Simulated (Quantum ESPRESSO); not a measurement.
A user runs Quantum ESPRESSO on NiPS (P2_13, 12 atoms in the cell) and asks whether the run is sound. The aim is a self-consistent single point with DFT, PBEsol, plane waves, PseudoDojo standard norm-conserving (PBESOL) pseudopotentials.

Input:

```fortran
&CONTROL
 calculation = 'scf',
 prefix = 'run',
 outdir = './tmp',
 pseudo_dir = './',
 tprnfor = .true.,
 tstress = .true.,
/
&SYSTEM
 ibrav = 0,
 nat = 12,
 ntyp = 3,
 ecutwfc = 100,
 occupations = 'smearing',
 smearing = 'fd',
 degauss = 0.1,
 nspin = 2,
 starting_magnetization(1) = 0.111,
/
&ELECTRONS
 conv_thr = 1.0d-9,
 mixing_beta = 0.4,
/
ATOMIC_SPECIES
Ni    58.6934  Ni.upf
P     30.9738  P.upf
S     32.0600  S.upf
CELL_PARAMETERS {angstrom}
   5.5386000000     0.0000000000     0.0000000000
   0.0000000000     5.5386000000     0.0000000000
   0.0000000000     0.0000000000     5.5386000000
ATOMIC_POSITIONS {angstrom}
Ni    0.0000000000    0.0000000000    0.0000000000
Ni    2.7693000000    0.0000000000    2.7693000000
Ni    2.7693000000    2.7693000000    0.0000000000
Ni    0.0000000000    2.7693000000    2.7693000000
P     3.3885154800    3.3885154800    3.3885154800
P     4.9193845200    2.1500845200    0.6192154800
P     0.6192154800    4.9193845200    2.1500845200
P     2.1500845200    0.6192154800    4.9193845200
S     2.1500845200    2.1500845200    2.1500845200
S     0.6192154800    3.3885154800    4.9193845200
S     4.9193845200    0.6192154800    3.3885154800
S     3.3885154800    4.9193845200    0.6192154800
K_POINTS {automatic}
2 2 2  0 0 0
```

The program printed (abridged):

```
     Message from routine setup:
     using ibrav=0 with symmetry is DISCOURAGED, use correct ibrav instead
     G-vector sticks info
     --------------------
     sticks:   dense  smooth     PW     G-vecs:    dense   smooth      PW
   [... lines left out ...]
         6        P      tau(   6) = (   0.8882000   0.3882000   0.1118000  )
         7        P      tau(   7) = (   0.1118000   0.8882000   0.3882000  )
         8        P      tau(   8) = (   0.3882000   0.1118000   0.8882000  )
         9        S      tau(   9) = (   0.3882000   0.3882000   0.3882000  )
        10        S      tau(  10) = (   0.1118000   0.6118000   0.8882000  )
        11        S      tau(  11) = (   0.8882000   0.1118000   0.6118000  )
        12        S      tau(  12) = (   0.6118000   0.8882000   0.1118000  )

     number of k points=     4  Fermi-Dirac smearing, width (Ry)=  0.1000
                       cart. coord. in units 2pi/alat
        k(    1) = (   0.0000000   0.0000000   0.0000000), wk =   0.1250000
        k(    2) = (   0.0000000   0.0000000  -0.5000000), wk =   0.3750000
        k(    3) = (   0.0000000  -0.5000000  -0.5000000), wk =   0.3750000
        k(    4) = (  -0.5000000  -0.5000000  -0.5000000), wk =   0.1250000

     Dense  grid:   155139 G-vectors     FFT dimensions: (  72,  72,  72)

     Initial potential from superposition of free atoms

     starting charge     115.9985, renormalised to     116.0000
     Self-consistent Calculation

     iteration #  1     ecut=   100.00 Ry     beta= 0.40

     Threshold (ethr) on eigenvalues was too large:
     Diagonalizing with lowered threshold

     total energy              =   -1486.20211041 Ry
     estimated scf accuracy    <       0.80271332 Ry

     total magnetization       =     2.09 Bohr mag/cell
     absolute magnetization    =     2.19 Bohr mag/cell

     iteration #  2     ecut=   100.00 Ry     beta= 0.40

     total energy              =   -1486.18840059 Ry
     estimated scf accuracy    <       1.92969623 Ry

   [... lines left out ...]
     atom   3 (R=0.173)  charge= 16.2870  magn= -0.0000
     atom   4 (R=0.173)  charge= 16.2870  magn= -0.0000
     atom   5 (R=0.160)  charge=  2.2675  magn= -0.0000
     atom   6 (R=0.160)  charge=  2.2675  magn= -0.0000
     atom   7 (R=0.160)  charge=  2.2675  magn= -0.0000
     atom   8 (R=0.160)  charge=  2.2675  magn= -0.0000
     atom   9 (R=0.160)  charge=  3.3473  magn=  0.0000
     atom  10 (R=0.160)  charge=  3.3473  magn=  0.0000
     atom  11 (R=0.160)  charge=  3.3473  magn=  0.0000
     atom  12 (R=0.160)  charge=  3.3473  magn=  0.0000
     End of self-consistent calculation

     the Fermi energy is    12.2423 ev

!    total energy              =   -1486.49409892 Ry
     estimated scf accuracy    <          1.6E-10 Ry
     smearing contrib. (-TS)   =      -2.74779601 Ry
     internal energy E=F+TS    =   -1483.74630292 Ry

     total magnetization       =    -0.00 Bohr mag/cell
     absolute magnetization    =     0.00 Bohr mag/cell

     convergence has been achieved in  14 iterations

     Forces acting on atoms (cartesian axes, Ry/au):

     atom    1 type  1   force =     0.00249904    0.00249904    0.00249904
     atom    2 type  1   force =    -0.00249904   -0.00249904    0.00249904
     atom    3 type  1   force =     0.00249904   -0.00249904   -0.00249904
   [... lines left out ...]

     Total force =     0.056914     Total SCF correction =     0.000042

          total   stress  (Ry/bohr**3)                   (kbar)     P=      139.07
   0.00094541   0.00000000   0.00000000          139.07        0.00        0.00
   0.00000000   0.00094541   0.00000000            0.00      139.07        0.00
   0.00000000   0.00000000   0.00094541            0.00        0.00      139.07

   JOB DONE.
```

Question: Can these results be used? Check the input.

Answer: The run is not sound. The fault is an energy in the wrong unit. A bare number is read in the key's own unit, and eV, Ry (13.6 eV) and Ha (27.2 eV) lie far apart, so the setting ends up far from the one that was meant. To fix it, convert the value to the unit that the key expects. The run converged in 14 iterations without an error; against the sound input the free energy goes down by 1.56 eV/atom, the pressure goes from -5.01 to 13.91 GPa and the largest force goes from 0.646 to 0.553 eV/Å.

The sound input it was made from differs as follows (other fixes are possible):
```diff
- degauss = 0.1,
+ degauss = 0.0073499,
```

With that input, the run converged in 16 iterations: free energy E − TS -20206.0147 eV; Fermi level (on the code's own zero) 12.08 eV; pressure -5.01 GPa; largest force (vector length) 0.646 eV/Å; size of the cell's spin moment 0.00 μB (DFT, PBEsol, plane waves, PseudoDojo standard norm-conserving (PBESOL) pseudopotentials).

On the sound input: the starting cell comes from a database of published, mostly measured structures (it also holds non-ambient and calculated ones), without a prior relaxation at this level. The starting moments vanished: the run ended non-magnetic, which need not be the lowest state. With a pressure of about -5 GPa the cell is away from its equilibrium volume at this level. Without a gap this mesh is coarse (it stands for a supercell whose shortest vector is 11 Å).
